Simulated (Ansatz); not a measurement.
Output of an Ansatz run (abridged):

```
WARN ansatz: RAYON_NUM_THREADS=1 ignored (pool sized by the plan → 1); use --threads N
Pseudopotentials: kind: paw
Pseudopotential: Sn, paw, valence charge 14
Pseudopotential: Sb, paw, valence charge 15
Crystal: 2 atoms, lattice volume = 54.522 Å³
Basis set: ecut = 420 eV, 1045 PW (Γ)
Bands: 19, of which v1, the nominal top of the filled ones, is band 15 counted from 1 (14 counted from 0)
Symmetry: 48 space group operations
Space group: Pm-3m (ITA 221), of the structure as read, at distance tolerance 3.8e-5 Å
k-points: 35 of 729
PAW frozen core: Sn, regenerated for the run's functional, and the local potential with it
PAW frozen core: Sb, regenerated for the run's functional, and the local potential with it
Initial density: superposition of atomic densities (neutral atoms: chi_scale 0, normalization atom), corrected by the library's trained network
Initial wavefunctions: pseudopotential atomic-orbital guess
Eigensolver: davidson
Functional: x = slater, c = lda
SCF iter   1: F=—  HF=-12215.115295 eV  |F-HF|=—  |Δ(HF+E_count)|=         —  Δρ=6.80e-3  dr2=1.11e-2  ethr=1.77e-3  ⟨swp⟩=5.9  Hψ=3273  notcnv=0
all-band conjugate gradients solve this SCF's bands
preconditioner: auto → Kerker (q_TF=auto, 2.456 Å⁻¹)
SCF iter   2: F=—  HF=-12215.110064 eV  |F-HF|=—  |Δ(HF+E_count)|=   5.23e-3  Δρ=3.76e-3  dr2=3.58e-3  ethr=3.83e-5  ⟨swp⟩=1.8  Hψ=985  notcnv=0
SCF iter   3: F=—  HF=-12215.108838 eV  |F-HF|=—  |Δ(HF+E_count)|=   1.23e-3  Δρ=5.70e-4  dr2=2.35e-4  ethr=1.24e-5  ⟨swp⟩=2.0  Hψ=1003  notcnv=0
SCF iter   4: F=—  HF=-12215.108745 eV  |F-HF|=—  |Δ(HF+E_count)|=   9.32e-5  Δρ=2.43e-4  dr2=3.70e-5  ethr=8.12e-7  ⟨swp⟩=2.0  Hψ=1159  notcnv=0
SCF iter   5: F=—  HF=-12215.108731 eV  |F-HF|=—  |Δ(HF+E_count)|=   1.39e-5  Δρ=1.00e-4  dr2=6.19e-6  ethr=1.27e-7  ⟨swp⟩=1.8  Hψ=1046  notcnv=0
SCF iter   6: F=—  HF=-12215.108729 eV  |F-HF|=—  |Δ(HF+E_count)|=   1.94e-6  Δρ=2.53e-5  dr2=2.27e-7  ethr=2.13e-8  ⟨swp⟩=2.3  Hψ=837  notcnv=0
SCF iter   7: F=-12215.108729 eV  HF=-12215.108729 eV  |F-HF|=2.64e-10  |Δ(HF+E_count)|=   8.81e-8  Δρ=2.15e-6  dr2=2.26e-9  ethr=3.45e-10  ⟨swp⟩=6.4  Hψ=3058  notcnv=0
SCF 1 converged in 7 iterations: F = -12215.108729 eV  dr2 = 2.26e-9
SCF converged after 7 iterations
Free energy (F): -12215.108729 eV
Harris-Foulkes:  -12215.108729 eV  (|F-HF|=2.64e-10)
Internal energy: -12215.101479 eV  (E = F + TS)
E sigma→0 (E₀):  -12215.105104 eV
Entropy (-TS):   -0.007250 eV (-3.625 meV/atom)
Fermi energy:    10.710634 eV
--- Per-component energies (eV) ---
  E_band       = -235.662206
  E_kinetic    = 395.077566
  E_local      = -2283.686018  (includes V_loc(G=0)·N_el)
  E_nonlocal   = 337.311561
  E_hartree    = 1178.958362
  E_xc         = -517.560009
  E_vxc        = -196.588329  (∫ρ·V_xc dr)
  E_paw        = -8418.620782  (= ΣΔE_a)
  E_vpaw       = -845.693827  (= ΣTr[D̂ρ^β])
  E_aug_tail   = -0.000002  (compensation charges beyond the density's cutoff)
  E_ewald      = -2907.565878
  E_core_change = 0.983722  (= ΣΔE_core)
  E_smearing   = -0.007250  (= −TS)
  E_closure    = 0.000000  (closes the sum)
  Σ components = -12215.108729   (vs F -12215.108729, Δ=0.00e0)
--- Forces (eV/Å), atoms counted from 1 ---
  atom   1  Sn     0.00000000    -0.00000000     0.00000000
  atom   2  Sb     0.00000000     0.00000000     0.00000000
  max |Σ_I F_I| component: 8.94e-30 eV/Å
--- Stress (GPa, compression-positive) ---
       -3.057221       0.000000       0.000000
        0.000000      -3.057221       0.000000
        0.000000       0.000000      -3.057221
  P = ⅓ Tr σ = -3.0572 GPa (-30.572 kbar)
  The stress holds the Pulay correction. Without it, at fixed plane waves, as pw.x and ABINIT print it: P = -3.0917 GPa
--- Band table (eV; the first three rows and the last of 35) ---
  k-point 0: bands = ["-18.1732", "-18.1732", "-18.1586", "-18.1586", "-18.1586", "-10.6809", "-10.6809", "-10.6360", "-10.6360", "-10.6360", "-1.2816", "6.6097", "9.4691", "9.4691", "9.4691", "14.3070", "14.3070", "17.3778", "17.3778"]
  k-point 1: bands = ["-18.1731", "-18.1708", "-18.1592", "-18.1592", "-18.1585", "-10.6807", "-10.6755", "-10.6380", "-10.6380", "-10.6360", "-1.1558", "6.0712", "9.5150", "9.6094", "9.6094", "14.4160", "15.1360", "16.6988", "16.9016"]
  k-point 2: bands = ["-18.1728", "-18.1649", "-18.1607", "-18.1607", "-18.1583", "-10.6803", "-10.6619", "-10.6430", "-10.6430", "-10.6360", "-0.7826", "4.8434", "9.7945", "10.0236", "10.0236", "14.7432", "15.1654", "15.7458", "15.7458"]
  k-point 34: bands = ["-18.1691", "-18.1690", "-18.1690", "-18.1433", "-18.1433", "-10.6694", "-10.6692", "-10.6692", "-10.6092", "-10.6092", "2.7966", "5.2181", "7.8167", "8.0620", "8.0620", "9.5638", "9.5638", "10.3153", "25.3310"]
```

The structure:

```xyz
2
Lattice="3.7919 0.0000 0.0000 0.0000 3.7919 0.0000 0.0000 0.0000 3.7919" Properties=species:S:1:pos:R:3 pbc="T T T"
Sn     1.8960     1.8960     1.8960
Sb     0.0000     0.0000     0.0000
```

Question: What input produced this log?

Answer: Other spellings and defaults could give the same log, and not every line can be read from it. The input that was run (DFT, LDA (PW92), plane waves, default PAW files made with PBE):

Ansatz 0.2 input:
```yaml
# SnSb
crystal:
  lattice:
    - [3.79190000, 0.00000000, 0.00000000]
    - [0.00000000, 3.79190000, 0.00000000]
    - [0.00000000, 0.00000000, 3.79190000]
  atoms:
    - { symbol: Sn, position: [0.50000000, 0.50000000, 0.50000000] }
    - { symbol: Sb, position: [0.00000000, 0.00000000, 0.00000000] }
basis:
  ecutwfc: 420.0
kpoints:
  mp_grid:
    grid: [9, 9, 9]
hamiltonian:
  xc: lda
  pseudopotentials:
    kind: paw
scf:
  occupations:
    method: gaussian
    width: 0.1
output:
  forces: true
  eigenvalues: true
  stress: true
```

The starting cell comes from a database of computed structures (which also holds hypothetical and non-ambient phases and stackings), without a prior relaxation at this level. Its lattice was rescaled by up to half a per cent. Spin-orbit coupling is off. With a pressure of about -3 GPa the cell is away from its equilibrium volume at this level. Ansatz's pressure includes its estimate of the finite-basis (Pulay) stress.

Ansatz is a quantum-chemistry and plane-wave program.
